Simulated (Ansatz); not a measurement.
**What tensor shear ε_xy = +1.14 % does to CdTe**

The parent structure is CdTe in the zinc blende structure (space group F-43m, No. 216; a = 6.4887 Å). Axes: x, y, z lie along the cube axes.

Perturbation: tensor shear ε_xy = +1.14 % (engineering shear γ = 0.0228), atoms relaxed at fixed cell.

Computed with PBEsol (Ansatz, a quantum-chemistry and plane-wave program), no spin-orbit coupling. Γ-centred 9×9×9 mesh, Fermi–Dirac width 0.05 eV.

- Volume per atom = 34.15 Å³ (base 34.15 Å³)
- Shortest interatomic distance = 2.806 Å (base 2.810 Å)
- Energy relative to the base (free energy F) = +1.1 meV/atom
- Band gap = 0.59 eV (base 0.65 eV)
- Gap character = direct at Γ (base direct at Γ)
- Electron mass = 0.055 mₑ (at Γ) (base 0.055 mₑ (at Γ))
- Valence-band top at Γ (three highest levels, from the VBM) = 0.00, -0.07, -0.12 eV (base 0.00, 0.00, 0.00 eV)
- Valley order (the lowest conduction-band minima on the path, energy above the VBM, named in the base's zone) = Γ 0.59 eV; L along [1-1-1] 1.60 eV; L along [111] 1.75 eV (base Γ 0.65 eV; L along ⟨111⟩ 1.74 eV)
- Largest internal atomic displacement = 0.015 Å
- Stress (xx, yy, zz, yz, xz, xy; compression positive) = (0.01, 0.01, 0.00, 0.00, 0.00, -0.45) GPa

Final structure:

```
CELL_PARAMETERS angstrom
      0.03699     3.24436     3.24436
      3.24436     0.03699     3.24436
      3.28134     3.28134     0.00000
ATOMIC_POSITIONS crystal
  Cd 0.00230 0.00230 0.99770
  Te 0.24770 0.24770 0.25230
```

Spin-orbit coupling, missing from the scalar runs, can matter with Te. The cells carry an imposed strain or load. Effective masses come from finite differences of ±0.01 Å⁻¹. Stability against distortions was not tested. Labels are those of the standard path for the cell's own space group.
